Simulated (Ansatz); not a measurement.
# KI: band gap against strain

KI (rock salt, Fm-3m, 42.978 Å³/atom at rest) under an equal strain ε in the (001) plane with the normal axis free, as in a coherent film. PBEsol in Ansatz, a plane-wave DFT program (PAW, default set), 420 eV, 8×8×8 Γ-centred mesh, Fermi-Dirac smearing 0.05 eV; ions are relaxed within the symmetry of each cell. Gaps are the smallest over the k-mesh and a band path, without spin-orbit coupling; in all rows the valence edge lies at Γ and the conduction edge at Γ.

Here s stands for strain and Eg for gap.

```csv
strain (%),gap (eV)
0.00,3.873
0.50,3.853
1.00,3.833
1.50,3.814
3.00,?
```

Task: Using a straight line, estimate the missing Eg at s = 3.00 from the other rows, showing the fit.

Result: Means: s 0.75000, Eg 3.8433. About the means, the sum of products is -0.049250 and the sum of squares of s is 1.2500; the slope is their ratio. Least squares gives Eg = 3.8728 - 0.03940·s. Residuals (row less fit): 0.0002, -0.0001, -0.0004, 0.0003; standard error 0.0004 (degrees of freedom: 2). Over these rows the gap moves by -3.9 ± 0.03 eV per unit strain. At the withheld row, Eg = 3.8728 - 0.03940 × 3.0 = 3.7546 eV. The calculation gives 3.760 eV, 0.0054 eV above the prediction (4.8 % of the range of Eg in the table). The row lies outside the fitted rows, so this is an extrapolation. The fitted rows scatter only by rounding.

One order more, fitted to all 7 runs of the series, follows each within 0.001, so the miss is the next term of a smooth law. Spin-orbit coupling is left out, which can shift this property for KI. Rows are the converged runs of the series near zero and its far end; series whose fitted rows scatter by over a few per cent of the range, as at a crossing or softening among them, aren't shown in this form. Most that stay on the fit to the last digits aren't either.
